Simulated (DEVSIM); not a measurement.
Device: illuminated Si n-on-p cell, one wavelength, at 300 K.

```tsv
layer (left to right)	material	thickness (μm)	Nd (cm⁻³)	Na (cm⁻³)	τn (s)	τp (s)	absorption coefficient (cm⁻¹)
1	Si	0.0630	7.6e18	-	1.7e-6	3.1e-7	1000
2	Si	23.0	-	4.9e15	8.7e-6	8.7e-6	1000
```

Left contact: ohmic, minority hole recombination velocity 2e5 cm/s. Right contact: ohmic, minority electron recombination velocity 800 cm/s. Voltage is applied to the left contact. Recombination: SRH at mid-gap, radiative, Auger. Light enters at the left, 4.1e17 photons cm⁻² s⁻¹, one pass, no reflection. Mobility is μmin + (μ − μmin)/(1 + (N/Nref)^α).

Constants are typed, rounded textbook-type inputs, not results; the design itself was drawn at random and stands for no fabricated device. Values at 300 K.

```tsv
parameter	Si
gap (eV)	1.124
affinity (eV)	4.05
permittivity	11.7
Nc (cm⁻³)	2.86e19
Nv (cm⁻³)	3.1e19
μn (cm²/Vs)	1417
μp (cm²/Vs)	470
μn,min	52
μp,min	45
Nref,n	9.7e16
Nref,p	2.2e17
αn	0.68
αp	0.72
B (cm³/s)	4.7e-15
Cn (cm⁶/s)	2.8e-31
Cp (cm⁶/s)	9.9e-32
```

Model (solved in DEVSIM): 1D drift-diffusion, Boltzmann statistics, complete ionisation; no tunnelling, impact ionisation, image-force lowering or self-heating.

Give the small-signal capacitance in reverse bias (quasi-static).


```tsv
V (V)	C (nF/cm²)
0.04	23.2
0.1	22.3
0.2	21.0
0.3	19.9
0.4	19.0
0.6	17.5
0.8	16.3
1	15.3
1.3	14.1
1.6	13.2
2	12.2
```
